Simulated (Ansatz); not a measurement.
Start from AgCl in the rock salt structure (space group Fm-3m, No. 225; a = 5.447 Å).

Structures relaxed with Ansatz (an electronic-structure program) PBEsol, no SOC.

Base:

Simulated powder pattern, Mo Kα, λ = 0.71073 Å (kinematic, ideal powder, no thermal factors, no anomalous dispersion; the 10 strongest lines at most, above 2 %, up to 2θ = 40°):

```json
[
 {"2θ (°)": "12.98", "I/Imax (%)": "50", "hkl": "(111)"},
 {"2θ (°)": "14.99", "I/Imax (%)": "100", "hkl": "(200)"},
 {"2θ (°)": "21.27", "I/Imax (%)": "74", "hkl": "(220)"},
 {"2θ (°)": "24.99", "I/Imax (%)": "27", "hkl": "(311)"},
 {"2θ (°)": "26.12", "I/Imax (%)": "26", "hkl": "(222)"},
 {"2θ (°)": "30.25", "I/Imax (%)": "12", "hkl": "(400)"},
 {"2θ (°)": "33.04", "I/Imax (%)": "11", "hkl": "(331)"},
 {"2θ (°)": "33.92", "I/Imax (%)": "34", "hkl": "(420)"},
 {"2θ (°)": "37.28", "I/Imax (%)": "25", "hkl": "(422)"},
 {"2θ (°)": "39.63", "I/Imax (%)": "7.8", "hkl": "(511)"}
]
```

Perturbation: cell and atoms relaxed at a pressure of 30 GPa.

After the change:

Simulated powder pattern, Mo Kα, λ = 0.71073 Å (kinematic, ideal powder, no thermal factors, no anomalous dispersion; the 10 strongest lines at most, above 2 %, up to 2θ = 40°):

| 2θ (°) | d (Å) | I/Imax (%) | hkl |
|---|---|---|---|
| 14.18 | 2.880 | 52 | (111) |
| 16.39 | 2.494 | 100 | (200) |
| 23.25 | 1.763 | 72 | (220) |
| 27.34 | 1.504 | 26 | (311) |
| 28.58 | 1.440 | 25 | (222) |
| 33.12 | 1.247 | 12 | (400) |
| 36.19 | 1.144 | 10 | (331) |
| 37.16 | 1.115 | 32 | (420) |

The indices refer to the base's conventional cell; one index is shown for lines that coincide.

Load acts through the strain it causes; cell and atoms are relaxed under it. Whether these cells are dynamically stable was not tested. No other phases were tried under pressure.
